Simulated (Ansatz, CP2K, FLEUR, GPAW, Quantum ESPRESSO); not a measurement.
TiMoAs2 (Pmc2_1, 8 atoms in the cell) computed with different codes at matched settings

Self-consistent single point, at a second geometry (lattice scaled by 0.98). First geometry:

```
CELL_PARAMETERS angstrom
      3.41950     0.00000     0.00000
      0.00000     6.44744     0.00000
      0.00000     0.00000     6.11191
ATOMIC_POSITIONS crystal
  Ti 0.00000 0.56477 0.50450
  Ti 0.00000 0.43523 0.00450
  Mo 0.50000 0.93917 0.49215
  Mo 0.50000 0.06083 0.99215
  As 0.50000 0.31961 0.30391
  As 0.50000 0.68039 0.80391
  As 0.00000 0.17479 0.69943
  As 0.00000 0.82521 0.19943
```

Shared settings, as Ansatz (a first-principles code) writes them: kpoints.mp_grid.grid = 5 3 3; scf.occupations.method = fermi_dirac; scf.occupations.width = 0.1 eV. Potentials and cutoffs stand in the table.

```tsv
code	model	ΔF from the first geometry (meV/atom)	pressure (GPa)	largest force (eV/Å)	cutoff
Ansatz	PBEsol, PAW files made with PBE	-3.2	4.75	0.339	default
GPAW	PBEsol, GPAW PAW datasets PBEsol (made by gpaw-setup)	-0.4	5.23	0.340	850 eV
FLEUR	PBEsol, all-electron FLAPW (FLEUR), scalar-relativistic valence	0.7	–	0.356	Kmax 3.6 1/bohr
Quantum ESPRESSO	PBEsol, PseudoDojo standard norm-conserving (PBESOL) pseudopotentials	-2.4	4.93	0.348	85 Ry
CP2K	PBEsol, GPW, DZVP-MOLOPT-SR-GTH basis, GTH-PBE potentials (GTH_POTENTIALS)	13.7	7.80	0.497	grid 600 Ry
```

Size of the force on each atom (eV/Å): Sizes of forces hide their directions.

| code | Ti1 | Ti2 | Mo3 | Mo4 | As5 | As6 | As7 | As8 |
|---|---|---|---|---|---|---|---|---|
| Ansatz | 0.102 | 0.102 | 0.052 | 0.052 | 0.212 | 0.212 | 0.339 | 0.339 |
| GPAW | 0.111 | 0.111 | 0.064 | 0.064 | 0.231 | 0.231 | 0.340 | 0.340 |
| FLEUR | 0.100 | 0.100 | 0.045 | 0.045 | 0.214 | 0.214 | 0.356 | 0.356 |
| Quantum ESPRESSO | 0.105 | 0.105 | 0.054 | 0.054 | 0.215 | 0.215 | 0.348 | 0.348 |
| CP2K | 0.113 | 0.113 | 0.059 | 0.059 | 0.336 | 0.336 | 0.497 | 0.497 |

A dash marks a value that a program does not give, or that is left out as unsure.

On Ansatz's run: spin polarisation is off, so a magnetic state, if there is one, cannot be reached.

The spread over the programs that give each value: ΔF from the first geometry within 16.9 meV/atom; pressure within 3.05 GPa; largest force within 0.158 eV/Å.

CP2K uses small atom-centred bases, whose incompleteness enters pressures, forces and empty levels differently from a plane-wave cutoff. FLEUR treats all electrons, but the usual bases taken here (sphere radii, linearisation, local orbitals, empty states) were not tested for convergence, so the values are no reference for the others. Ansatz's pressure is given at a fixed set of plane waves, as the other plane-wave codes print theirs; with its correction for the finite basis it is 4.79 GPa. In the pressure, CP2K (by 2.87) lies more than 1 GPa from the median of the plane-wave programs. In the force vectors, CP2K (by 0.156) lies more than 0.08 eV/Å from the median of the plane-wave programs.

The shared mesh is coarse (it stands for a supercell whose shortest vector is 17 Å), so the values are not converged in it.

The starting cell comes from a database of computed structures (which also holds hypothetical and non-ambient phases and stackings), without a prior relaxation at this level. For this run, on top of that: lattice scaled by 0.98.

Keys are those of Ansatz 0.2.
